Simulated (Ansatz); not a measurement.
Results of PBEsol (Ansatz, a first-principles code, plane waves, PAW) for MgO (Pm-3n, No. 223, 12 atoms in the cell; start mp-1101930; a measured phase of this formula has another space group).

Numerical settings: plane-wave cutoff 520 eV, 6×6×6 k mesh, Fermi–Dirac smearing 0.01 eV, scalar-relativistic PAW data made under PBE.

Cell (relaxed at this level):

MgO is taken in the cubic space group Pm-3n (No. 223), Pearson symbol cP12. Lattice parameters: a = 5.590 Å, b = 5.590 Å, c = 5.590 Å, α = 90.00°, β = 90.00°, γ = 90.00°. Mg on 6c has 4 O at 1.977 Å. O on 6d is surrounded by 4 Mg at 1.977 Å. (Neighbours: up to the widest gap in distance over summed covalent radii, below 1.35, at either atom; cation-cation and far metal-metal contacts left out.)

Question: What does this level give for the band gap?

Answer: 
- band gap = 2.84 eV (direct)

Static lattice: no zero-point or thermal effects.

A start named mp-… is a Materials Project structure, which need not be a measured phase.
